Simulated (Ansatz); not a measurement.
Data:

```
CELL_PARAMETERS angstrom
      2.83464     0.00000     0.00000
     -1.41732     2.45487     0.00000
      0.00000     0.00000     9.82220
ATOMIC_POSITIONS crystal
  Re 0.33333 0.66667 0.60837
  Re 0.66667 0.33333 0.39163
  Re 0.66667 0.33333 0.10837
  Re 0.33333 0.66667 0.89163
  C  0.33333 0.66667 0.25000
  C  0.66667 0.33333 0.75000
```

Computed with PBEsol, DFPT electron-phonon coupling, linearised Boltzmann equation (plane waves, PAW, scalar-relativistic; Ansatz, an electronic-structure program). How the cell was made: relaxed with this functional, without spin-orbit coupling.

Q: Predict the intrinsic resistivity at 300 K.

A: 10.6 (x), 10.6 (y), 4.1 (z) μΩ·cm.

Q: How long is the mean free path there?

A: 15.3 (x), 15.3 (y), 16.9 (z) nm, weighted by the current that each state carries. Wires not much wider than this gain resistivity from their walls.

A metal at this level (no band gap). Only scattering by harmonic phonons is included (no impurities, grain boundaries, electron-electron scattering or thermal expansion). Spin-orbit coupling is left out, which matters with elements this heavy. Halving the electron mesh (32x32x8) moves the resistivity by up to 4 % at 300 K, the mean free path by up to 8 %. Smearing 0.20 eV; phonons on a 6x6x2 q mesh, which this run doesn't test.

Computed structure with no diffraction record at hand here (it may be known, metastable or hypothetical): Re2C (P6_3/mmc).
